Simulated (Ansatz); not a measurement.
S on the O site in monoclinic HfO2, relaxed from 2 sites or starts (the O(2,4-fold) site; the O(1,3-fold) site); at each charge the lowest end counts.

These are PBE, PAW (plane waves to 420 eV; Ansatz, a quantum-chemistry and plane-wave program) values and carry that method's errors. Details: 96-site cell; 2×2×2 shifted k-points; host gap 4.04 eV; charged states image-corrected; no spin–orbit coupling; energies good to tenths of an eV; flagged in the runs: for some of the defects a host whose relaxation on this sampling wasn't shown to rest, a strain field that reaches the edge of the cell.

```
charge  neighbours at the lowest end (Å)  corrected energy + q E_VBM, against the first (eV)
------  --------------------------------  --------------------------------------------------
+1      O 2.44, Hf 2.44, Hf 2.44, O 2.58                                                0.00
0              Hf 2.37, Hf 2.38, Hf 2.53                                                0.67
```

Charges from +1 to −1 were run. The lines E(q) + q E_F give the stable charge, which changes above the valence-band maximum at (+1/0) at 0.67 eV.
